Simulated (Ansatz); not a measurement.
The starting structures come from a database of crystals and need not be the phases stable at ambient conditions.

Tunnelling through a barrier is set by its complex band structure: the current falls as exp(−2κd) with the smallest κ.

Data:

```
O2Si
1.0
    2.69349     0.00000     0.00000
    0.00000     5.98661     0.00000
    0.00000     2.99330     2.90350
Si O
2 4
Direct
  0.50000   0.50000   0.00000
  0.00000   0.00000   0.00000
  0.00000   0.30684   0.38632
  0.00000   0.69316   0.61368
  0.50000   0.19316   0.00000
  0.50000   0.80684   0.00000
```

Space group of this cell: Cmmm. The cell is strained (lengths along the current scaled by 0.97, ions clamped).

Transport runs along the normal of the first two printed cell vectors.

No gap correction and no spin-orbit coupling; mid-gap values are interpolated between computed energies.

Problem. Estimate the band gap and the smallest decay constant κ at mid-gap that r2SCAN (Ansatz, a first-principles code) returns for this system.

Solution. Gap 6.40 eV on a 12×10×10 mesh; κ = 0.443 1/Å, at the zone centre.
